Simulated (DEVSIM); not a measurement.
Structure: Co/SiO2/n-Si capacitor, at 300 K.

```csv
layer (left to right),material,thickness (nm),Nd (cm⁻³)
1,SiO2,2.10,-
2,Si,10000,3.3e15
```

Metal gate on the left, work function 5 eV. Fixed charge at the semiconductor interface -1e11 cm⁻² (in units of +e); no interface traps.

Constants are typed, rounded textbook-type inputs, not results; the design itself was drawn at random and stands for no fabricated device. Values at 300 K; Nc and Nv go as T^1.5, mobilities as T to minus their exponent, the gap by Varshni's rule with the affinity fixed.

| parameter | SiO2 | Si |
|---|---|---|
| gap (eV) | 9 | 1.124 |
| affinity (eV) | 0.9 | 4.05 |
| permittivity | 3.9 | 11.7 |
| Nc (cm⁻³) | - | 2.86e19 |
| Nv (cm⁻³) | - | 3.1e19 |
| Varshni α (eV/K) | - | 0.000473 |
| Varshni β (K) | - | 636 |

Simulated with DEVSIM: 1D Poisson equation in equilibrium, Boltzmann statistics, complete ionisation; no quantum confinement or tunnelling. Metal contacts follow the ideal Schottky-Mott rule: no Fermi-level pinning, no interface dipoles.

The temperature was swept, all else fixed.

| temperature (K) | flat-band voltage (V) | threshold voltage (band bending 2φF) (V) | minimum of the low-frequency capacitance (μF/cm²) |
|---|---|---|---|
| 250 | 0.77 | 0.00 | 0.0207 |
| 300 | 0.73 | 0.06 | 0.0235 |
| 350 | 0.68 | 0.12 | 0.0262 |
| 400 | 0.63 | 0.18 | 0.0313 |
| 450 | 0.58 | 0.25 | 0.0407 |
| 500 | 0.54 | 0.31 | 0.0568 |

From the first row to the last the flat-band voltage goes from 0.77 to 0.54. From the first row to the last the threshold voltage (band bending 2φF) goes from 0.00 to 0.31.
